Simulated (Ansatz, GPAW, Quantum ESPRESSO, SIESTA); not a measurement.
MgCd₂ (C2/m, 6 atoms in the cell) computed with different codes at matched settings

Self-consistent single point, at a second geometry (lattice scaled by 0.98). First geometry:

```
CELL_PARAMETERS angstrom
      5.90972    -1.54629     0.00000
      5.90972     1.54629     0.00000
     -2.16116     0.00000     6.98162
ATOMIC_POSITIONS crystal
  Mg 0.36310 0.36310 0.47113
  Mg 0.63690 0.63690 0.52887
  Cd 0.69485 0.69485 0.14669
  Cd 0.30515 0.30515 0.85331
  Cd 0.96889 0.96889 0.19354
  Cd 0.03111 0.03111 0.80646
```

Shared settings, as Ansatz (a quantum-chemistry and plane-wave program) writes them: kpoints.mp_grid.grid = 5 5 3; scf.occupations.method = gaussian; scf.occupations.width = 0.136 eV. Potentials and cutoffs stand in the table.

| code | model | ΔF from the first geometry (meV/atom) | pressure (GPa) | largest force (eV/Å) | cutoff |
|---|---|---|---|---|---|
| GPAW | PBEsol, GPAW PAW datasets PBEsol (made by gpaw-setup) | -1.4 | 1.57 | 0.065 | 850 eV |
| Quantum ESPRESSO | PBEsol, GBRV 1.5 ultrasoft (PBESOL) pseudopotentials | 2.4 | 1.76 | 0.046 | 40 Ry |
| SIESTA | GGA PBEsol, numerical atomic orbitals TZP, PseudoDojo PBEsol standard norm-conserving potentials (rewritten from UPF to PSML) | -23.3 | -0.60 | 0.407 | grid 300 Ry |
| Ansatz | PBEsol, PAW files made with PBE | 1.2 | 1.91 | 0.049 | 420 eV |

Size of the force on each atom (eV/Å): Sizes of forces hide their directions.

```csv
code,Mg1,Mg2,Cd3,Cd4,Cd5,Cd6
GPAW,0.044,0.044,0.063,0.063,0.065,0.065
Quantum ESPRESSO,0.046,0.046,0.034,0.034,0.030,0.030
SIESTA,0.027,0.027,0.407,0.407,0.372,0.372
Ansatz,0.045,0.045,0.049,0.049,0.046,0.046
```

The spread over the programs that give each value: ΔF from the first geometry within 25.7 meV/atom; pressure within 2.51 GPa; largest force within 0.361 eV/Å.

SIESTA uses small atom-centred bases, whose incompleteness enters pressures, forces and empty levels differently from a plane-wave cutoff. Ansatz's pressure is given at a fixed set of plane waves, as the other plane-wave codes print theirs. In the pressure, SIESTA (by 2.36) lies more than 1 GPa from the median of the plane-wave programs. In the force vectors, SIESTA (by 0.361) lies more than 0.08 eV/Å from the median of the plane-wave programs.

The shared mesh is coarse (it stands for a supercell whose shortest vector is 15 Å), so the values are not converged in it.

The starting cell comes from a database of computed structures (which also holds hypothetical and non-ambient phases and stackings), without a prior relaxation at this level. For this run, on top of that: lattice scaled by 0.98.

Left out of this page: Elk (not drawn, or without a comparable value); FLEUR (with a known weakness of the program).

Keys are those of Ansatz 0.2.
